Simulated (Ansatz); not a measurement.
# MoSi2: stress against strain

MoSi2 (MoSi2 type, I4/mmm, 13.581 Å³/atom and stress up to 0.01 GPa in the relaxed cell, c along z) under an equal strain ε in the (001) plane with the normal axis free, as in a coherent film. PBE in Ansatz, a plane-wave DFT program (PAW, default set), 420 eV, 25×25×25 Γ-centred mesh, Fermi-Dirac smearing 0.10 eV; ions are relaxed, or left where forces stay under 0.02 eV/Å, within the symmetry of each cell. Stress is positive for a compressed cell.

Here s stands for strain and y for stress xx.

| strain (%) | stress xx (GPa) |
|---|---|
| -1.50 | 7.47 |
| -1.00 | 4.89 |
| -0.50 | 2.40 |
| 0.00 | 0.00 |
| 0.50 | -2.30 |
| 1.00 | -4.50 |
| 1.50 | -6.61 |
| 3.00 | ? |

Question: Using a straight line, estimate the missing y at s = 3.00 from the other rows, showing the fit.

Answer: Means: s 0, y 0.193. About the means, the sum of products is -32.860 and the sum of squares of s is 7.0000; the slope is their ratio. Least squares gives y = 0.193 - 4.6943·s. Residuals (row less fit): 0.236, 0.003, -0.140, -0.193, -0.146, 0.001, 0.238; standard error 0.195 (degrees of freedom: 5). The slope gives the biaxial elastic modulus of this plane = about 470 GPa. At the withheld row, y = 0.193 - 4.6943 × 3.0 = -13.890 GPa. The calculation gives -12.38 GPa, 1.510 GPa above the prediction (7.6 % of the range of y in the table). The row lies outside the fitted rows, so this is an extrapolation. From the scatter of the fitted rows alone, a prediction at this place has a standard error of 0.304 GPa, so the miss is 5.0 times that.

A polynomial of degree 2 through the 12 other runs of the series gives -12.39 there, so most of the miss is curvature that the fit leaves out. In a metal these values are sensitive to mesh and smearing; energies are taken to zero smearing, stresses follow the free energy. Rows are the converged runs of the series near zero and its far end; series whose fitted rows scatter by over a few per cent of the range, as at a crossing or softening among them, aren't shown in this form, nor equations of state whose B0' disagrees with the runs' pressures. Most that stay on the fit to the last digits aren't either.
